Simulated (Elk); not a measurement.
Elk run on LiIn (Fd-3m, 4 atoms in the cell): self-consistent single point.

Method: LDA (PW92), all-electron FP-LAPW, Elk's shipped species files, default APW+lo basis run with Elk 10.2.4.

```yaml
crystal:
  lattice:
    - [0.00000, 3.40749, 3.40749]
    - [3.40749, 0.00000, 3.40749]
    - [3.40749, 3.40749, 0.00000]
  atoms:
    - { symbol: Li, position: [0.00000, 0.00000, 0.00000] }
    - { symbol: Li, position: [0.25000, 0.25000, 0.25000] }
    - { symbol: In, position: [0.50000, 0.50000, 0.50000] }
    - { symbol: In, position: [0.75000, 0.75000, 0.75000] }
```

Reference input (self-consistent single point, DFT, LDA (PW92), all-electron FP-LAPW, Elk's shipped species files, default APW+lo basis): xctype = 3; rgkmax = 7; stype = 1; swidth = 0.00999582 Ha; ngridk = 7 7 7. This run's input differs from it in these lines:

```diff
@@ -7,3 +7,3 @@
 rgkmax
-  7.0
+  7.51
```

Output, abridged:

```
│ Self-consistent loop started │
│ Loop number : 1 │
 total energy                :     -11766.0299085
│ Loop number : 2 │
 total energy                :     -11766.2531941
RMS change in Kohn-Sham potential (target) :   0.7300791381E-01 (  0.1000000000E-05)
Absolute change in total energy (target)   :   0.2232856174     (  0.1000000000E-03)
│ Loop number : 3 │
 total energy                :     -11767.6020081
RMS change in Kohn-Sham potential (target) :   0.5900268731E-01 (  0.1000000000E-05)
Absolute change in total energy (target)   :    1.404635393     (  0.1000000000E-03)
│ Loop number : 4 │
   [... lines left out ...]
Absolute change in total energy (target)   :   0.6451420486E-03 (  0.1000000000E-03)
│ Loop number : 14 │
 total energy                :     -11771.0572782
RMS change in Kohn-Sham potential (target) :   0.1042214984E-07 (  0.1000000000E-05)
Absolute change in total energy (target)   :   0.1675793283E-03 (  0.1000000000E-03)
│ Loop number : 15 │
 total energy                :     -11771.0572789
RMS change in Kohn-Sham potential (target) :   0.5058906941E-08 (  0.1000000000E-05)
Absolute change in total energy (target)   :   0.4264213567E-04 (  0.1000000000E-03)
Convergence targets achieved

│ Loop number : 16 │

Energies :
 Fermi                       :     0.187801654608
 total energy                :     -11771.0572788

Density of states at Fermi energy :    38.60874664
 (states/Hartree/unit cell)

Estimated indirect band gap :   0.3078087142E-02
 from k-point     16 to k-point     15
Estimated direct band gap   :   0.5180201076E-02
 at k-point     15

Charges :
 core                        :    60.00000000
 valence                     :    44.00000000
 interstitial                :    4.832803721
 muffin-tins (core leakage)
  species :    1 (Li)
   atom    1                 :    2.121292674     (   0.000000000    )
   atom    2                 :    2.121292674     (   0.000000000    )
  species :    2 (In)
   atom    1                 :    47.46230547     (  0.1324890601E-03)
   atom    2                 :    47.46230547     (  0.1324890601E-03)
 total in muffin-tins        :    99.16719628
 total calculated charge     :    103.9985088
 total charge                :    104.0000000
 error                       :   0.1491246254E-02

│ Self-consistent loop stopped │
```

The run converged in 16 iterations. The count includes the last loop, which Elk runs after its targets are met. Against the reference run the total energy drops by 18.8 meV/atom.

The starting cell comes from a database of computed structures (which also holds hypothetical and non-ambient phases and stackings), without a prior relaxation at this level. Values depend on the basis (sphere radii, cutoffs, local orbitals), which need not be converged. The log's line on a gap gives a spacing of levels on this mesh, which the program prints for metals too.
